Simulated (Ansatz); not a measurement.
The starting structures come from a database of crystals and need not be the phases stable at ambient conditions.

Tunnelling through a barrier is set by its complex band structure: the current falls as exp(−2κd) with the smallest κ.

Here is the system:

```
HfO2
1.0
    3.55802     0.00000     0.00000
    0.00000     5.17186     0.00000
    0.00000     0.00000     3.45128
Hf O
2 4
Cartesian
  1.77901   2.58593   1.72564
  0.00000   0.00000   0.00000
  1.77901   1.56599   0.00000
  1.77901   4.15192   0.00000
  0.00000   1.01994   1.72564
  0.00000   3.60587   1.72564
```

Space group of this cell: Pmmn. The cell is strained (lengths along the current scaled by 0.97, ions clamped); by r2SCAN its mean pressure is 13.8 GPa.

Transport runs along the normal of the first two printed cell vectors.

No gap correction and no spin-orbit coupling; mid-gap values are interpolated between computed energies.

Task: Estimate the band gap and the smallest decay constant κ at mid-gap that r2SCAN (Ansatz, a program for electronic structure) returns for this system.

Result: Gap 5.36 eV on a 8×6×10 mesh; κ = 0.424 1/Å, at the zone centre.
